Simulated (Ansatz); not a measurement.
The starting structures come from a database of crystals and need not be the phases stable at ambient conditions.

By PBEsol, the system below comes out a metal.

Crystal: Ti2GeC (P6_3/mmc, not sure to be the ambient phase, 8 atoms a cell, 13.3 Å³ an atom, -4 GPa at this level); planes in its conventional cell.

Method: PBEsol (plane waves, PAW; Ansatz, a program for electronic structure).

G/A = (e²/h) × open channels of both spins per area, as a mean over 0.1 eV about the Fermi level, without spin-orbit coupling, for the cells as given.

| plane | area (Å²) | G/A (10¹⁵ S/m²) |
|---|---|---|
| (001) | 8.3 | 0.48 |
| (100) | 39.9 | ___ |
| (110) | 69.1 | ___ |

Question: Complete the blanks.

Answer: 
- (100), G/A (10¹⁵ S/m²): 0.58
- (110), G/A (10¹⁵ S/m²): 0.60
